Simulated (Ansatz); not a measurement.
A working Ansatz (a quantum-chemistry and plane-wave program) input for CsGeF3 (Pnma, 20 atoms in the cell) (DFT, LDA (PW92), plane waves, default PAW files made with PBE):

Ansatz 0.2 input:
```yaml
# CsGeF3
crystal:
  lattice:
    - [6.127255, 0.000000, 0.000000]
    - [0.000000, 8.645550, 0.000000]
    - [0.000000, 0.000000, 6.106803]
  atoms:
    - { symbol: Cs, position: [0.487700, 0.250000, 0.991600] }
    - { symbol: Cs, position: [0.987700, 0.250000, 0.508400] }
    - { symbol: Cs, position: [0.512300, 0.750000, 0.008400] }
    - { symbol: Cs, position: [0.012300, 0.750000, 0.491600] }
    - { symbol: Ge, position: [0.000000, 0.000000, 0.000000] }
    - { symbol: Ge, position: [0.500000, 0.500000, 0.500000] }
    - { symbol: Ge, position: [0.000000, 0.500000, 0.000000] }
    - { symbol: Ge, position: [0.500000, 0.000000, 0.500000] }
    - { symbol: F, position: [0.031300, 0.250000, 0.058600] }
    - { symbol: F, position: [0.531300, 0.250000, 0.441400] }
    - { symbol: F, position: [0.968700, 0.750000, 0.941400] }
    - { symbol: F, position: [0.468700, 0.750000, 0.558600] }
    - { symbol: F, position: [0.288000, 0.537000, 0.213000] }
    - { symbol: F, position: [0.788000, 0.963000, 0.287000] }
    - { symbol: F, position: [0.712000, 0.037000, 0.787000] }
    - { symbol: F, position: [0.212000, 0.463000, 0.713000] }
    - { symbol: F, position: [0.712000, 0.463000, 0.787000] }
    - { symbol: F, position: [0.212000, 0.037000, 0.713000] }
    - { symbol: F, position: [0.288000, 0.963000, 0.213000] }
    - { symbol: F, position: [0.788000, 0.537000, 0.287000] }
kpoints:
  mp_grid: { grid: [3, 2, 3] }
hamiltonian:
  xc: lda
  pseudopotentials: { kind: paw }
scf:
  occupations: { method: cold, width: 0.01 Ry }
output:
  forces: true
  eigenvalues: true
  stress: true
```

The run converged in 8 iterations: free energy E − TS (on the zero of these files) -48419.8787 eV; top of the valence band (on the code's own zero) 7.53 eV; gap on the k-point mesh 1.81 eV; pressure 4.77 GPa; largest force (vector length) 0.788 eV/Å. Each of these slips is then made, one at a time:

(1)
```diff
-  occupations: { method: cold, width: 0.01 Ry }
```

(2)
```diff
+  max_iter: 40
+  convergence: { dr2_threshold: 1.0e-22 eV }
```

Predict the outcome of each change.


(1) No occupation method given. The program stopped before any SCF iteration.
```
Error: YAML parse error: `scf.occupations.method` is required: fixed only where the cell keeps a band gap throughout the run, explicit beside scf.occupations.values (under evaluate: without them), else a smearing such as fermi_dirac (scf.occupations.width is optional; its entry in the input reference gives the default)
```

(2) A threshold far tighter than needed, beside a limit on iterations. The run converged in 20 iterations, and against the sound input the free energy is nearly the same (within 1 meV/atom), the pressure stays at 4.77 GPa, the largest force stays at 0.788 eV/Å and the gap on the mesh stays at 1.810 eV. It cost iterations: the sound input took 8.

The starting cell was generated: these elements placed on a structure prototype, without a prior relaxation; it need not be a known phase or ordering of this composition. Its lattice was rescaled by a random factor within 2.5 % of one. In the base run, with a pressure of about 5 GPa the cell is away from its equilibrium volume at this level. Ansatz's pressure includes its estimate of the finite-basis (Pulay) stress.

Left out of this page: 3 runs of the series outside the window shown, repeating another row's setting, or not comparable; 2 runs of the series stopped by limits of time or memory.
